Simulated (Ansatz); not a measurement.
A self-consistent single point of LaAl3Cu (I4mm, 5 atoms in the cell) with Ansatz (a quantum-chemistry and plane-wave program)

Method of the run: LDA (PW92), default PAW files made with PBE (plane waves; Ansatz).

The input file:

Ansatz 0.2 input:
```yaml
# LaAl3Cu
crystal:
  lattice:
    - [-2.129225, 2.129225, 5.307519]
    - [2.129225, -2.129225, 5.307519]
    - [2.129225, 2.129225, -5.307519]
  atoms:
    - { symbol: La, position_ang: [0.000000, -0.000000, 10.585210] }
    - { symbol: Al, position_ang: [0.000000, -0.000000, 4.276693] }
    - { symbol: Al, position_ang: [2.129225, -0.000000, 2.617138] }
    - { symbol: Al, position_ang: [0.000000, 2.129225, 2.617138] }
    - { symbol: Cu, position_ang: [0.000000, -0.000000, 6.696178] }
basis:
  ecutwfc: 30.9 Ry
kpoints:
  mp_grid: { grid: [11, 11, 11] }
hamiltonian:
  xc: lda
  pseudopotentials: { kind: paw }
scf:
  occupations: { method: gaussian, width: 0.0073 Ry }
output:
  forces: true
  eigenvalues: true
  stress: true
```

Log, with long lists cut:

```
WARN ansatz: RAYON_NUM_THREADS=1 ignored (pool sized by the plan → 1); use --threads N
basis.fft_grid_basis auto: the FFT boxes are laid along the combinations [[1, 0, 1], [0, 1, 1], [0, 0, 1]] of the cell's own vectors, 4.258, 4.258 and 6.102 Å …
Pseudopotentials: kind: paw
Pseudopotential: La, paw, valence charge 11
Pseudopotential: Al, paw, valence charge 3
Pseudopotential: Cu, paw, valence charge 19
Crystal: 5 atoms, lattice volume = 96.249 Å³
Basis set: ecut = 420.4159175005146 eV, 1897 PW (Γ), FFT grids on a1+a3, a2+a3, a3
Bands: 25, of which v1, the nominal top of the filled ones, is band 20 counted from 1 (19 counted from 0)
Symmetry: 8 space group operations
Space group: I4mm (ITA 107), of the structure as read, at distance tolerance 4.6e-5 Å
k-points: 126 of 1331 (time reversal used)
PAW frozen core: La, regenerated for the run's functional, and the local potential with it
PAW frozen core: Al, regenerated for the run's functional, and the local potential with it
PAW frozen core: Cu, regenerated for the run's functional, and the local potential with it
Initial density: superposition of atomic densities (neutral atoms: chi_scale 0, normalization atom), corrected by the library's trained network
Initial wavefunctions: pseudopotential atomic-orbital guess
Eigensolver: davidson
Functional: x = slater, c = lda
SCF iter   1: F=—  HF=-14172.885387 eV  |F-HF|=—  |Δ(HF+E_count)|=         —  Δρ=5.54e-3  dr2=2.70e-2  ethr=1.77e-3  ⟨swp⟩=5.9  Hψ=14162  notcnv=0
all-band conjugate gradients solve this SCF's bands
preconditioner: auto → Kerker (q_TF=auto, 2.347 Å⁻¹)
SCF iter   2: F=—  HF=-14172.882378 eV  |F-HF|=—  |Δ(HF+E_count)|=   3.01e-3  Δρ=4.78e-3  dr2=2.90e-2  ethr=6.92e-5  ⟨swp⟩=2.8  Hψ=7035  notcnv=0  defer=157
SCF iter   3: F=—  HF=-14172.879282 eV  |F-HF|=—  |Δ(HF+E_count)|=   3.10e-3  Δρ=3.56e-3  dr2=8.16e-3  ethr=6.92e-5  ⟨swp⟩=2.0  Hψ=4145  notcnv=0  defer=157
SCF iter   4: F=—  HF=-14172.877298 eV  |F-HF|=—  |Δ(HF+E_count)|=   1.98e-3  Δρ=1.54e-3  dr2=1.65e-3  ethr=2.09e-5  ⟨swp⟩=2.4  Hψ=4492  notcnv=0  defer=157
SCF iter   5: F=—  HF=-14172.876946 eV  |F-HF|=—  |Δ(HF+E_count)|=   3.52e-4  Δρ=6.42e-4  dr2=2.46e-4  ethr=4.23e-6  ⟨swp⟩=2.2  Hψ=4233  notcnv=0  defer=157
SCF iter   6: F=—  HF=-14172.876895 eV  |F-HF|=—  |Δ(HF+E_count)|=   5.12e-5  Δρ=3.36e-5  dr2=1.80e-6  ethr=6.30e-7  ⟨swp⟩=2.1  Hψ=4179  notcnv=0  defer=157
SCF iter   7: F=—  HF=-14172.876895 eV  |F-HF|=—  |Δ(HF+E_count)|=   2.27e-7  Δρ=1.09e-5  dr2=1.21e-7  ethr=4.62e-9  ⟨swp⟩=2.0  Hψ=5436  notcnv=0  defer=157
SCF iter   8: F=-14172.876894 eV  HF=-14172.876894 eV  |F-HF|=2.31e-8  |Δ(HF+E_count)|=   2.05e-8  Δρ=7.06e-6  dr2=4.19e-8  ethr=2.56e-10  ⟨swp⟩=9.6  Hψ=15094  notcnv=0
SCF 1 converged in 8 iterations: F = -14172.876894 eV  dr2 = 4.19e-8
SCF converged after 8 iterations
Free energy (F): -14172.876894 eV
Harris-Foulkes:  -14172.876894 eV  (|F-HF|=2.31e-8)
Internal energy: -14172.871208 eV  (E = F + TS)
E sigma→0 (E₀):  -14172.874051 eV
Entropy (-TS):   -0.005686 eV (-1.137 meV/atom)
Fermi energy:    9.750938 eV
--- Per-component energies (eV) ---
  E_band       = -504.720884
  E_kinetic    = 561.890552
  E_local      = -6635.334380  (includes V_loc(G=0)·N_el)
  E_nonlocal   = 521.038647
  E_hartree    = 2961.776312
  E_xc         = -346.621660
  E_vxc        = -352.324713  (∫ρ·V_xc dr)
  E_paw        = -8162.882925  (= ΣΔE_a)
  E_vpaw       = -523.563875  (= ΣTr[D̂ρ^β])
  E_aug_tail   = 0.000199  (compensation charges beyond the density's cutoff)
  E_ewald      = -3073.677479
  E_core_change = 0.939526  (= ΣΔE_core)
  E_smearing   = -0.005686  (= −TS)
  E_closure    = -0.000000  (closes the sum)
  Σ components = -14172.876894   (vs F -14172.876894, Δ=0.00e0)
--- Forces (eV/Å), atoms counted from 1 ---
  atom   1  La     0.00000000    -0.00000000    -0.00013370
  atom   2  Al    -0.00000000     0.00000000     0.16929964
  atom   3  Al    -0.00000000     0.00000000    -0.09268688
  atom   4  Al     0.00000000    -0.00000000    -0.09268688
  atom   5  Cu     0.00000000    -0.00000000     0.01618823
  max |Σ_I F_I| component: 1.96e-5 eV/Å
--- Stress (GPa, compression-positive) ---
       -2.501054      -0.000000      -0.000000
       -0.000000      -2.501054       0.000000
       -0.000000       0.000000      -2.912297
  P = ⅓ Tr σ = -2.6381 GPa (-26.381 kbar)
  The stress holds the Pulay correction. Without it, at fixed plane waves, as pw.x and ABINIT print it: P = -2.6810 GPa
--- Band table (eV; the first three rows and the last of 126) ---
  k-point 0: bands = ["-102.6583", "-60.4815", "-60.4455", "-60.4455", "-22.5095", "-6.3341", "-6.0945", "-6.0945", "0.8022", "5.4433", "5.7225", "6.0079", "6.0079", "6.3459", "6.4797", "6.9060", "8.3045", "8.3045", "8.7664", "10.3917", "11.0996", [...]
  k-point 1: bands = ["-102.6583", "-60.4815", "-60.4455", "-60.4455", "-22.5069", "-6.3275", "-6.1243", "-6.1160", "0.9595", "5.4648", "5.6470", "5.8932", "6.0032", "6.3376", "6.6507", "6.7470", "7.7091", "8.5431", "9.1409", "10.3379", "10.6571", [...]
  k-point 2: bands = ["-102.6583", "-60.4815", "-60.4455", "-60.4455", "-22.5001", "-6.3107", "-6.1964", "-6.1730", "1.4056", "5.3568", "5.4268", "5.7811", "6.0517", "6.2969", "6.5557", "6.9568", "7.1666", "8.7302", "9.1187", "9.1819", "11.4216", [...]
  k-point 125: bands = ["-102.6583", "-60.4815", "-60.4455", "-60.4455", "-22.5076", "-6.3922", "-6.1258", "-6.0950", "1.7543", "3.6437", "5.6004", "5.9559", "6.0745", "6.0749", "6.3486", "7.8205", "8.6036", "9.0313", "10.1250", "10.6034", [...]
```

The run converged in 8 iterations.

The starting cell comes from a database of computed structures (which also holds hypothetical and non-ambient phases and stackings), without a prior relaxation at this level. Its lattice was rescaled by up to half a per cent. Spin polarisation is off. Ansatz's pressure includes its estimate of the finite-basis (Pulay) stress.

Cost on one core of a shared machine: roughly 30 s.
